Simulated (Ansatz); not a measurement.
GaP under load (space group Imm2), r2SCAN with spin-orbit coupling, rigid bands (Ansatz, a program for electronic structure). Condition of this run: uniaxial stress along [110] of 1.4 GPa (compression positive) (the target of the relaxation). Band gap 1.72 eV, N_c = 2.59e19 cm⁻³ and N_v = 1.01e19 cm⁻³ at 300 K, conductivity masses along x (a = (-0.01, 2.71, 2.73) Å; b = (2.71, -0.01, 2.73) Å; c = (2.69, 2.69, 0.00) Å) of 0.400 mₑ (electrons) and 0.340 mₑ (holes). Take k_BT = 0.02585 eV.

**Question.** What built-in voltage has an abrupt junction with N_A = 1e16 and N_D = 1e18 cm⁻³, all dopants ionised?

**Answer.** V_bi = E_g/e − (k_BT/e) ln(N_c N_v/(N_A N_D)) = 1.72 − 0.02585 × 10.17 = 1.46 V, for the computed gap.

**Question.** What thermal injection velocity √(2k_BT/πm) limits a ballistic channel along the direction named?

**Answer.** 8.51e6 cm/s for electrons and 9.23e6 cm/s for holes, a ratio of √(m_h/m_e) = 0.922, for dilute carriers.

**Question.** A film of it is 5 nm thick, with its normal along the direction named. Estimate the confinement energies in an infinite well.

**Answer.** ħ²π²/(2m t²) = 0.376 eV·nm²/(m/mₑ × t²) gives 37.6 meV for electrons and 44.2 meV for holes, so the gap would widen to about 1.80 eV. Finite barriers and nonparabolic bands lower this, and with several valleys or bands the heaviest mass along the normal sets the lowest level, not this average.

Rigid bands with the computed gap; masses take one relaxation time for all states. Geometry: cell and atoms relaxed with PBEsol.
